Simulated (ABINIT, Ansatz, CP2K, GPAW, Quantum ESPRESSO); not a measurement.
Code comparison for MgTi2 (P-62m, 6 atoms in the cell)

Self-consistent single point, at a second geometry (lattice scaled by 0.98). First geometry:

```xyz
6
Lattice="5.1439 0.0000 0.0000 -2.5719 4.4547 0.0000 0.0000 0.0000 4.8918" Properties=species:S:1:pos:R:3 pbc="T T T"
Mg     2.5719     1.4849     0.0000
Mg     0.0000     2.9698     0.0000
Ti    -0.8131     1.4083     2.4459
Ti     1.6261     0.0000     2.4459
Ti     1.7589     3.0465     2.4459
Ti     0.0000     0.0000     0.0000
```

Shared settings, as Ansatz (a quantum-chemistry and plane-wave program) writes them: kpoints.mp_grid.grid = 6 6 6; scf.occupations.method = gaussian; scf.occupations.width = 0.05 eV. Potentials and cutoffs stand in the table.

| code | model | ΔF from the first geometry (meV/atom) | pressure (GPa) | largest force (eV/Å) | cutoff |
|---|---|---|---|---|---|
| ABINIT | LDA (PW92), PAW (JTH v2.0 LDA PAW) | -23.8 | -1.08 | 0.068 | 30 Ha |
| CP2K | LDA (Pade form), GPW, DZVP-MOLOPT-SR-GTH basis, GTH-PADE potentials (GTH_POTENTIALS) | -19.3 | 0.00 | 0.107 | grid 1000 Ry |
| GPAW | LDA (Perdew-Wang 92), GPAW PAW datasets LDA (gpaw-data 1.0.1) | -23.7 | -1.22 | 0.054 | 800 eV |
| Ansatz | LDA (PW92), PAW files made with PBE | -25.5 | -1.26 | 0.070 | 420 eV |
| Quantum ESPRESSO | LDA (PZ), GBRV 1.5 ultrasoft (LDA) pseudopotentials | -25.0 | -1.22 | 0.066 | 50 Ry |

On Ansatz's run: spin polarisation is off.

The spread over the programs that give each value: ΔF from the first geometry within 6.2 meV/atom; pressure within 1.26 GPa; largest force within 0.053 eV/Å.

CP2K uses small atom-centred bases, whose incompleteness enters pressures, forces and empty levels differently from a plane-wave cutoff. Ansatz's pressure is given at a fixed set of plane waves, as the other plane-wave codes print theirs. The same LDA comes in different parametrisations, which differ slightly. In the pressure, CP2K (by 1.23) lies more than 1 GPa from the median of the plane-wave programs.

The starting cell comes from a database of computed structures (which also holds hypothetical and non-ambient phases and stackings), without a prior relaxation at this level. For this run, on top of that: lattice scaled by 0.98.

Left out of this page: Elk and FLEUR (not drawn, or without a comparable value).

Keys are those of Ansatz 0.2.
